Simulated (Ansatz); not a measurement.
# V3Si under a change: Si vacancy, symmetric start

The reference is a 24-atom supercell of V$_{3}$Si in the A15 (Cr3Si type) structure (space group Pm-3n, No. 223; a = 4.650 Å) at its relaxed geometry.

Modification: one Si atom is removed, atoms relaxed at fixed cell.

All numbers come from PBEsol in Ansatz (plane waves to 420 eV, PAW, no spin-orbit coupling). Settings: 4×6×6 k-points, 0.05 eV Fermi–Dirac smearing.

| quantity | base | changed | shift |
|---|---|---|---|
| pressure | 0.0 GPa | -1.2 GPa | -1.2 GPa |
| total moment of the cell | – | 0.0 μB | – |
| mean distance from the defect site to its nearest host atoms | 2.60 Å | 2.65 Å | +0.05 Å |

Final structure:

```
CELL_PARAMETERS angstrom
      4.64951    -4.64951    -4.64951
      0.00000     4.64951    -4.64951
      4.64951     0.00000     4.64951
ATOMIC_POSITIONS crystal
  V  0.90893 0.91035 0.34405
  V  0.58626 0.58776 0.67175
  V  0.24712 0.24962 0.99539
  V  0.09107 0.08965 0.65595
  V  0.75288 0.75038 0.00461
  V  0.41374 0.41224 0.32825
  V  0.75288 0.25422 0.24962
  V  0.41374 0.91601 0.58776
  V  0.09107 0.56629 0.91035
  V  0.58626 0.08399 0.41224
  V  0.24712 0.74578 0.75038
  V  0.90893 0.43371 0.08965
  V  0.09107 0.34405 0.43371
  V  0.75288 0.99539 0.74578
  V  0.41374 0.67175 0.08399
  V  0.90893 0.65595 0.56629
  V  0.58626 0.32825 0.91601
  V  0.24712 0.00461 0.25422
  Si 0.65751 0.66667 0.33333
  Si 0.34249 0.33333 0.66667
  Si 0.83195 0.33333 0.66667
  Si 0.50000 0.00000 0.00000
  Si 0.16805 0.66667 0.33333
```

Other magnetic orders, which the real material may have, were not ruled out. In so small a cell the defect repeats every few ångströms: this is an ordered compound, not a dilute defect. The defect started on the symmetric site and kept its symmetry, so it may sit on a saddle. Starting moments died away, wholly or in part, for Si vacancy and the base; another magnetic solution may exist. Spin-polarised in the final run: Si vacancy; the other runs are not. The defect cell is spin-polarised and ends with 0.0 μB.

Ansatz is a first-principles code.
